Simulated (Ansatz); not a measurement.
Consider these faces of rutile TiO2, relaxed from ideal cuts in 1x1 cells: (001), (100), (101), (110).

Computed with PBE (plane waves to 420 eV, PAW; Ansatz, an electronic-structure program).

### Question
Order them by surface energy (lowest first) at the level PBE.

### Answer
(110) (0.33 J/m²), (100) (0.62 J/m²), (101) (0.98 J/m²), (001) (1.29 J/m²)
